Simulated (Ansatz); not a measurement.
Level of theory: PBE (plane waves to 420 eV, PAW; Ansatz, a quantum-chemistry and plane-wave program).

Electrostatic potential energy of an electron, averaged over planes parallel to the surface, in eV from the Fermi level, for a constructed model of the (111) surface of fcc Pt, p(2x2), one Pt adatom (bottom of the slab: a bare face, its two planes held):

(z (Å), V (eV)): (3.61, 5.67); (3.89, 5.67); (4.17, 5.67); (4.44, 5.67); (4.72, 5.67); (5.00, 5.66); (5.28, 5.65); (5.56, 5.62); (5.83, 5.55); (6.11, 5.41); (6.39, 5.10); (6.67, 4.39); (6.94, 2.82); (7.22, -1.09); (7.50, -9.66); (7.78, -18.68); (8.06, -23.23); (8.33, -21.03); (8.61, -13.30); (8.89, -4.26); (9.17, 0.02); (9.44, -1.12); (9.72, -8.02); (10.00, -17.19); (10.28, -22.95); (10.56, -22.43); (10.83, -15.91); (11.11, -6.70); (11.39, -0.81); (11.67, -0.67); (11.94, -6.20); (12.22, -15.40); (12.50, -22.20); (12.78, -23.13); (13.06, -17.76); (13.33, -8.70); (13.61, -1.56); (13.89, -0.28); (14.17, -4.42); (14.44, -13.37); (14.72, -21.11); (15.00, -23.50); (15.28, -19.39); (15.56, -10.77); (15.83, -2.60); (16.11, -0.08); (16.39, -2.74); (16.67, -10.90); (16.94, -19.44); (17.22, -23.44); (17.50, -20.92); (17.78, -13.14); (18.06, -4.23); (18.33, -0.03); (18.61, -1.00); (18.89, -7.75); (19.17, -16.96); (19.44, -22.81); (19.72, -22.33); (20.00, -15.76); (20.28, -6.38); (20.56, -0.04); (20.83, 0.97); (21.11, -0.30); (21.39, -1.53); (21.67, -1.64); (21.94, -0.42); (22.22, 1.68); (22.50, 3.36); (22.78, 4.00); (23.06, 4.27); (23.33, 4.39); (23.61, 4.45); (23.89, 4.47); (24.17, 4.49); (24.44, 4.49); (24.72, 4.49); (25.00, 4.50); (25.28, 4.50); (25.56, 4.50); (25.83, 4.50)

Set-up: 25 atoms, 13.8 Å thick at the start; mesh 8x8x1; 0.1 eV smearing; dipole correction on; 8 atoms held, the rest relaxed; held to the start's symmetry, so lower structures may exist; no spin, no spin-orbit, no U. It is one candidate, not shown to be the stable structure of the face.

**Question.** The surface cell has an area of 27.30 Å². What dipole along the normal does the step between the two vacuum levels imply?

**Answer.** the top vacuum level lies 1.18 eV below the bottom one; p = −ε₀ A ΔV (ε₀ = 0.005526 e/(V·Å)) gives 0.18 e·Å a cell.
